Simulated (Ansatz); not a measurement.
Start from SnS in the GeS type structure (space group Pnma, No. 62; a = 11.155 Å, b = 4.000 Å, c = 4.261 Å).

(Cell as relaxed with PBE-D3(BJ).)

Levels (all Ansatz, a first-principles code, PAW, earlier PAW set): PBE-D3(BJ) (420 eV, spin-orbit coupling left out); PBEsol-D3(BJ) (420 eV, spin-orbit coupling left out).

Each level relaxes its own structure.

```csv
quantity,PBE-D3(BJ),PBEsol-D3(BJ)
volume per atom,23.77 Å³,(withheld)
space group,Pnma (No. 62),(withheld)
band gap,0.70 eV,(withheld)
gap character,"indirect, Γ–Z (83 % along) → Y–Γ (33 % along)",(withheld)
```

**Question.** What does PBEsol-D3(BJ) give?

**Answer.** 
- volume per atom, PBEsol-D3(BJ): 22.17 Å³
- space group, PBEsol-D3(BJ): Pnma (No. 62)
- band gap, PBEsol-D3(BJ): 0.30 eV
- gap character, PBEsol-D3(BJ): indirect, Γ–Z (83 % along) → Γ

PBE-D3(BJ)'s volume per atom lies 1.60 Å³ above PBEsol-D3(BJ)'s (7.2 %); PBE-D3(BJ)'s band gap lies 0.40 eV above PBEsol-D3(BJ)'s; they disagree on the gap character; the two agree on the space group. Neither level is exact; PBEsol-D3(BJ) is the comparison here, not a measurement.

Stability against distortions was not tested.
